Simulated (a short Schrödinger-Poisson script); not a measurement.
Stack: MOS inversion layer, Al2O3 on p-type Si(110), at 300 K.

From the gate side: 3.4 nm Al2O3; 1000 nm Si, acceptors 1.7e17 cm⁻³.

Constants are typed, rounded textbook-type inputs, not results; the design itself was drawn at random and stands for no fabricated device. Al2O3: permittivity 9, conduction-band edge (eV) 2.7, gap (eV) 6.8, electron mass (mₑ) 0.3. Si: permittivity 11.7, conduction-band edge (eV) 0, gap (eV) 1.124, Nv at 300 K (cm⁻³) 3.1e19.

Channel valleys (confinement mass, in-plane density-of-states mass, number): Δ4 0.315, 0.324, 4; Δ2 0.19, 0.417, 2. At the gate the conduction-band edge of layer 1 lies 3.04 eV − eVg above the Fermi level of the channel; the field vanishes at the back. Gaps are held at their typed values at every temperature. Mesh 0.03 nm at interfaces.

From a short Schrödinger-Poisson script (our own, NumPy): 1D Poisson equation in equilibrium, electrons quantum, Hartree (BenDaniel-Duke, 12 states a valley, the channel's in-plane mass for all, wave functions ending at the dielectric), parabolic valleys, classical holes, full ionisation, no traps, pinning or gate leakage.

```csv
Vg (V),electrons (cm⁻²),C (μF/cm²),Δ4 E0 (meV from the Fermi level),Δ2 E0 (meV from the Fermi level)
0.3,4.28e9,0.145,219.3,234.9
0.35,2.33e10,0.233,175.3,191.3
0.4,1.02e11,0.509,136.7,153.2
0.45,2.98e11,0.872,108.6,125.8
0.5,6.00e11,1.13,90.0,108.1
0.55,9.70e11,1.28,76.9,96.1
0.6,1.38e12,1.38,67.2,87.4
0.65,1.82e12,1.45,59.4,80.8
0.7,2.28e12,1.50,52.9,75.4
0.75,2.75e12,1.54,47.4,71.0
0.8,3.24e12,1.58,42.6,67.2
0.85,3.74e12,1.61,38.3,64.0
0.9,4.24e12,1.63,34.4,61.1
0.95,4.75e12,1.65,30.8,58.6
1,5.27e12,1.67,27.5,56.3
1.05,5.80e12,1.69,24.5,54.3
1.1,6.33e12,1.71,21.6,52.4
1.15,6.86e12,1.72,18.9,50.7
```

Gate voltages with under 1e9 electrons/cm² are left out.

At Vg = 1.15 V the lowest Δ4 subband lies at 18.9 meV from the Fermi level. How many electrons does it hold, and what share of all?

The two-dimensional density of states is g m/(πħ²) = 5.41e11 cm⁻² meV⁻¹ (both spins), kT = 25.9 meV, so n = D kT ln(1 + exp(−E/kT)) = 5.50e12 cm⁻², 0.80 of the 6.86e12 cm⁻² in all.

Compare the slope of the sheet density between 1.05 and 1.15 V with the geometric capacitance of the layers between gate and channel.

q Δn/ΔV = 1.70 μF/cm²; ε0/Σ(t/ε) = 2.34 μF/cm². The ratio is 0.72: the channel acts as a further capacitance in series.
